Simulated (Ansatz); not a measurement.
MgS under load (space group Immm), Ansatz (a first-principles code) with r2SCAN with spin-orbit coupling, rigid bands. Condition of this run: uniaxial stress along [110] of -1 GPa (compression positive) (the target of the relaxation). Band gap 3.37 eV, N_c = 9.59e18 cm⁻³ and N_v = 4.39e19 cm⁻³ at 300 K, conductivity masses along y (a = (0.01, 2.61, 2.60) Å; b = (2.61, 0.01, 2.60) Å; c = (2.62, 2.62, 0.00) Å) of 0.345 mₑ (electrons) and 0.976 mₑ (holes). Take k_BT = 0.02585 eV.

Problem. A film of it is 3 nm thick, with its normal along the direction named. Estimate the confinement energies in an infinite well.

Solution. ħ²π²/(2m t²) = 0.376 eV·nm²/(m/mₑ × t²) gives 121 meV for electrons and 42.8 meV for holes, so the gap would widen to about 3.53 eV. Finite barriers and nonparabolic bands lower this, and with several valleys or bands the heaviest mass along the normal sets the lowest level, not this average.

Problem. Find the intrinsic carrier density and the intrinsic Fermi level.

Solution. n_i = √(N_c N_v) exp(−E_g/2k_BT) = 2.05e19 × exp(−65.18) = 1.0e-9 cm⁻³. The level lies (k_BT/2) ln(N_v/N_c) = 20 meV from mid-gap (positive towards the conduction band). Each 0.1 eV added to the gap lowers n_i by a factor of 6.9.

Problem. What thermal injection velocity √(2k_BT/πm) limits a ballistic channel along the direction named?

Solution. 9.16e6 cm/s for electrons and 5.45e6 cm/s for holes, a ratio of √(m_h/m_e) = 1.68, for dilute carriers.

Rigid bands with the computed gap; masses take one relaxation time for all states.
